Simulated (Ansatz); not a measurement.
## A computed series for Mo: response to strain

Take Mo in the bcc (W type) structure (space group Im-3m, No. 229; a = 3.161 Å; relaxed with 0.1 eV smearing) as the base.

Strains are applied to the cell and any free atomic positions relax.

The values are results of Ansatz (a program for electronic structure), PBE, PAW, cutoff 420 eV, no spin-orbit coupling, earlier PAW set, not measurements.

| isotropic strain (%) | pressure (GPa) |
|---|---|
| -5.27 | 58.8 |
| -2.85 | ? |
| -2.41 | 22.1 |
| 0 | 0.0 |
| 1.28 | -9.1 |

Fit P = P₀ − Bδ + Cδ² with δ = (1 + ε)³ − 1 to the rows shown and predict the withheld row.

Least squares on the printed values gives P₀ = -0.3 GPa, B = 256 GPa, C = 918 GPa (largest residual 0.3 GPa); this predicts 27.3 GPa, and the run gives 27.0 GPa, 0.3 lower.

Whether these cells are dynamically stable was not tested. All final runs are without spin polarisation.
